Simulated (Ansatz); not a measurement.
Band structure of MgBr2 (P-3m1, 3 atoms in the cell).

```xyz
3
Lattice="3.7614 0.0000 0.0000 -1.8807 3.2575 0.0000 0.0000 0.0000 6.2425" Properties=species:S:1:pos:R:3 pbc="T T T"
Mg     0.0000     0.0000     0.0000
Br     0.0000     2.1717     1.4575
Br     1.8807     1.0858     4.7850
```

Method of the run: LDA (PW92), default PAW files made with PBE (plane waves; Ansatz, a first-principles code).

Settings: kpoints.mp_grid.grid = 10 10 6; hamiltonian.xc = lda; hamiltonian.pseudopotentials = {kind: paw} (the program's default PAW files); scf.occupations.method = fixed; kpoints.band_path.npoints = 8.

The starting cell comes from a database of computed structures (which also holds hypothetical and non-ambient phases and stackings), without a prior relaxation at this level. Its lattice was rescaled by a random factor within 2.5 % of one.

Problem. Predict the gap along the standard path and the places of the band edges.

Solution. The gap along the path is 4.32 eV, direct at Γ to within 0.01 eV.

Levels in eV from the top of the valence band on the path, bands 9 to 15:
```json
[
 {"point": "Γ", "9": "-0.61", "10": "-0.15", "11": "-0.15", "12": "0.00", "13": "4.32", "14": "5.76", "15": "8.82"},
 {"point": "M", "9": "-1.82", "10": "-1.50", "11": "-0.89", "12": "-0.56", "13": "5.28", "14": "6.58", "15": "6.95"},
 {"point": "K", "9": "-2.65", "10": "-1.95", "11": "-1.18", "12": "-1.18", "13": "5.86", "14": "8.88", "15": "8.91"},
 {"point": "A", "9": "-0.54", "10": "-0.54", "11": "-0.22", "12": "-0.22", "13": "5.57", "14": "5.79", "15": "8.65"},
 {"point": "L", "9": "-1.36", "10": "-1.15", "11": "-0.81", "12": "-0.75", "13": "5.22", "14": "6.33", "15": "7.17"},
 {"point": "H", "9": "-2.99", "10": "-2.25", "11": "-0.59", "12": "-0.59", "13": "6.85", "14": "7.41", "15": "7.41"}
]
```

Keys are those of Ansatz 0.2.
